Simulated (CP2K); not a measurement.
**Several settings converged on Te (C2, 3 atoms in the cell)**

```yaml
crystal:
  lattice:
    - [4.43770, 0.00000, 0.00000]
    - [-2.21885, 3.84316, 0.00000]
    - [0.00000, 0.00000, 5.90035]
  atoms:
    - { symbol: Te, position: [0.00000, 0.26300, 0.66667] }
    - { symbol: Te, position: [0.74827, 0.74827, 0.00000] }
    - { symbol: Te, position: [0.26300, 0.00000, 0.33333] }
```

Base method: LDA (Pade form), GPW, DZVP-MOLOPT-SR-GTH basis, GTH-PADE potentials (GTH_POTENTIALS) in CP2K.

Base settings: CUTOFF = 400 Ry; REL_CUTOFF = 60 Ry; SMEAR/METHOD = FERMI_DIRAC; ELECTRONIC_TEMPERATURE = 232.09 K; KPOINTS/SCHEME = MONKHORST-PACK 3 3 2; GAMMA_CENTERED = T; XC_FUNCTIONAL = PADE; Te/BASIS_SET = DZVP-MOLOPT-SR-GTH; Te/POTENTIAL = GTH-PADE-q6; METHOD = GPW.

**The setting basis**

Level: DFT LDA (Pade form), GPW, TZV2P-MOLOPT-SR-GTH basis, GTH-PADE potentials (GTH_POTENTIALS).

Moved along: ADDED_MOS, Te/BASIS_SET.

The second cell is the first with its lattice scaled by 0.98.

The mesh stays at the base's, so the ladder's end is converged at best in this setting alone.

The sets are ordered by size and need not be nested.

Only quantities that move along the ladder and can be compared are tabulated; the gap is left out on so coarse a mesh.

```csv
basis (functions),free energy less the last step's (meV/atom),energy of the compressed cell less the first (meV/atom),pressure (GPa),largest difference of a force vector from the last step's (eV/Å)
SZV-MOLOPT-SR-GTH (12),1035.25,138.13,8.65,0.946
DZVP-MOLOPT-SR-GTH (39),18.15,39.53,1.40,0.008
TZVP-MOLOPT-SR-GTH (51),8.00,36.33,1.17,0.006
TZV2P-MOLOPT-SR-GTH (66),0.00,34.02,1.01,0.000
```

Coarsest basis (functions) that holds the energy of the compressed cell less the first within 2 meV/atom: not settled: the last two steps still differ by 2.3 meV/atom, over half the tolerance, so the ladder does not show it.

Coarsest basis (functions) that holds the free energy within 5 meV/atom: not settled: the last two steps still differ by 8.0 meV/atom, over half the tolerance, so the ladder does not show it.

Coarsest basis (functions) that holds the pressure within 1 GPa of the last step, with all finer ones: DZVP-MOLOPT-SR-GTH (39); the step before is off by 7.6 GPa.

**The setting rel cutoff**

The second cell is the first with its lattice scaled by 0.98.

The mesh stays at the base's, so the ladder's end is converged at best in this setting alone.

Only quantities that move along the ladder and can be compared are tabulated; the gap is left out on so coarse a mesh.

| REL_CUTOFF | free energy less the last step's (meV/atom) | energy of the compressed cell less the first (meV/atom) | pressure (GPa) |
|---|---|---|---|
| 20 Ry | -3.59 | 40.41 | 1.48 |
| 30 Ry | -3.59 | 40.41 | 1.48 |
| 40 Ry | 0.00 | 39.53 | 1.40 |
| 50 Ry | 0.00 | 39.53 | 1.40 |
| 60 Ry | 0.00 | 39.53 | 1.40 |
| 80 Ry | 0.00 | 39.53 | 1.40 |
| 100 Ry | 0.00 | 39.53 | 1.40 |

Coarsest REL_CUTOFF that holds the energy of the compressed cell less the first within 0.5 meV/atom of the last step, with all finer ones: 40 Ry; the step before is off by 0.89 meV/atom.

Coarsest REL_CUTOFF that holds the pressure within 0.05 GPa of the last step, with all finer ones: 40 Ry; the step before is off by 0.08 GPa.

Coarsest REL_CUTOFF that holds the free energy within 2 meV/atom of the last step, with all finer ones: 40 Ry; the step before is off by 3.6 meV/atom.

The energy difference between the two cells stays within 1 meV/atom of the last step's from 20 Ry on, the total only from 40 Ry on: much of the error is common to both cells and cancels.

Two neighbours can agree and both be off: 20 Ry and 30 Ry differ by 0.00 meV/atom in the free energy, yet lie about 3.6 meV/atom from the last step.

On the base run: the starting cell has typed, rounded lattice constants, without a prior relaxation at this level. Its lattice was rescaled by up to half a per cent. One atom was moved a little off its site on purpose. Values carry the incompleteness of an atom-centred basis.

Left out of this page: 1 run of the series unsound by tests on forces, stress, charge or solver warnings.
